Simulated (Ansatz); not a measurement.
The reference is PbTe in the zinc blende structure (space group F-43m, No. 216; a = 7.284 Å; a hypothetical phase, not in the database extracts checked). Axes: x, y, z lie along the cube axes.

Perturbation: uniaxial strain ε_yy = −1.30 %, all other strain components held at zero; the atoms relax in the strained cell.

Levels (all Ansatz, an electronic-structure program, PAW): r2SCAN (500 eV, spin-orbit coupling left out); HSE06+SOC (420 eV, noncollinear with spin-orbit coupling).

The geometry is relaxed with r2SCAN.

| Property | Value |
|---|---|
| r2SCAN lowest conduction level above the VBM at special points | M 0.66 eV; X 0.70 eV; S 1.62 eV; Γ 1.64 eV |

**Question.** What does HSE06+SOC give at this geometry for the lowest conduction level above the VBM at special points?

**Answer.** The lowest conduction level above the VBM at special points becomes M 0.52 eV; X 0.56 eV; S 1.21 eV; Γ 0.46 eV (r2SCAN: M 0.66 eV; X 0.70 eV; S 1.62 eV; Γ 1.64 eV).

Single points use the geometry relaxed with r2SCAN. The hybrid gap comes from the SCF mesh plus the semilocal run's edge points and a few special points and is an upper bound. The spin-orbit shifts are approximate. The levels and masses belong to the bands next to the band gap. No phonon test of stability was made. k-point labels follow each cell's own Brillouin zone.
